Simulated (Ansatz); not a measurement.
The starting structures come from a database of crystals and need not be the phases stable at ambient conditions.

By PBEsol, the system below comes out a metal.

A figure of merit of an interconnect metal is its ballistic conductance per area.

Input:

```
CELL_PARAMETERS angstrom
      5.17238     0.00000     0.00000
      0.00000     7.29566     0.00000
      0.00000     3.64783     2.10608
ATOMIC_POSITIONS crystal
  Al 0.00000 0.00000 0.00000
  Al 0.35507 0.66667 0.00000
  Al 0.64493 0.33333 0.00000
  Pd 0.84313 0.66667 0.00000
  Pd 0.15687 0.33333 0.00000
```

Space group of this cell: P-3m1. The cell is taken as given; by PBEsol its mean pressure is -1.1 GPa.

The current flows along the normal of the first two printed cell vectors, the (110) plane of the conventional cell. No spin-orbit coupling; the value is a mean over 0.1 eV about the Fermi level.

Question: Give the ballistic conductance per area that PBEsol (Ansatz, a program for electronic structure) yields.

Answer: 0.56 × 10¹⁵ S/m² for both spins.
